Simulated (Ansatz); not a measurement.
The parent structure is Ru in the hcp (Mg type) structure (space group P6_3/mmc, No. 194; a = 2.692 Å, c = 4.246 Å). Axes: x lies along a and z along c of the hexagonal cell.

All numbers come from DFT with PBEsol, PAW potentials and a 420 eV plane-wave cutoff in Ansatz (a first-principles code), no spin-orbit coupling.

Strains are applied to the cell and any free atomic positions relax; under biaxial strain the out-of-plane vector relaxes too.

One change was made to it. Results:

| quantity | base | after |
|---|---|---|
| pressure (mean of the normal stresses, compression positive) | 0.0 GPa | 3.7 GPa |
| shortest interatomic distance | 263.1 pm | 262.4 pm |

Q: What was done to the base?
A. uniaxial strain ε_yy = −2.92 %
B. biaxial strain −3.23 %, plane normal [001], relaxed out of plane
C. uniaxial strain ε_yy = −1.04 %

A: C, uniaxial strain ε_yy = −1.04 %. For comparison, the pressure in the other runs: biaxial strain −3.23 %, plane normal [001], relaxed out of plane gives 18.9 GPa; uniaxial strain ε_yy = −2.92 % gives 11.1 GPa.

Without a gap, meshes like the base's 20×20×11 leave anisotropic stresses uncertain by several tenths of a GPa, and small strain energies with them. Stability against distortions was not tested. The final runs are not spin-polarised.
